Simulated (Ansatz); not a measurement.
Candidates (primitive cells; geometry: relaxed with this functional, without spin-orbit coupling):
A. LaIn3 (Pm-3m), a = b = c = 4.7098 Å, α = β = γ = 90.00°
B. LaBi (Fm-3m), a = b = c = 4.6366 Å, α = β = γ = 60.00°
C. LaAs (Fm-3m), a = 4.3209 Å, b = 4.3209 Å, c = 4.3209 Å, α = 60.00°, β = 60.00°, γ = 60.00°
D. LaTe (Fm-3m), a = 4.5177 Å, b = 4.5177 Å, c = 4.5177 Å, α = 60.00°, β = 60.00°, γ = 60.00°

**Question.** Put the candidates in order of resistivity at 300 K, lowest first, for PBEsol, DFPT electron-phonon coupling, linearised Boltzmann equation (Ansatz, a quantum-chemistry and plane-wave program).

**Answer.** A (15.8 μΩ·cm), D (24 μΩ·cm), B (42 μΩ·cm), C (68 μΩ·cm)

Metals; harmonic phonons alone scatter; means over directions. Halving the electron mesh moves these values by up to 12 %; q meshes are mostly untested. Some of the runs warned that the eigensolver left states short of its tolerance. Spin-orbit coupling is left out.

Formula and space group known from diffraction (Crystallography Open Database), not checked to be the room-temperature form: LaAs (Fm-3m), LaBi (Fm-3m), LaTe (Fm-3m). The missing spin-orbit coupling matters most for LaBi (Fm-3m).
